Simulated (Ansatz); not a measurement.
# RbBr under a change: isotropic strain +2.00 %

Start from RbBr in the rock salt structure (space group Fm-3m, No. 225; a = 7.018 Å).

Now apply this change: an isotropic linear strain of +2.00 %, atoms relaxed at fixed cell.

Method: PBE in Ansatz (plane waves to 420 eV, PAW, without spin-orbit coupling). Γ-centred 8×8×8 mesh, Fermi–Dirac width 0.05 eV.

Volume per atom: 45.85 Å³ (base 43.20 Å³)
Shortest interatomic distance: 6.763 bohr (base 6.631 bohr)
Energy relative to the base (free energy F): +5.3 meV/atom
Pressure: -0.61 GPa (base 0.00 GPa)
Band gap: 4.05 eV (base 4.19 eV)
Gap character: direct at Γ (base direct at Γ)
Mean gap deformation potential ΔEg/Δln V: -2.3 eV
Electron mass: 0.40 mₑ (at Γ) (base 0.39 mₑ (at Γ))

Masses are band curvatures over ±0.01 Å⁻¹ around the edge. Semilocal Kohn–Sham gaps tend to fall short of experiment. Stability against distortions was not tested.

Ansatz is a first-principles code.
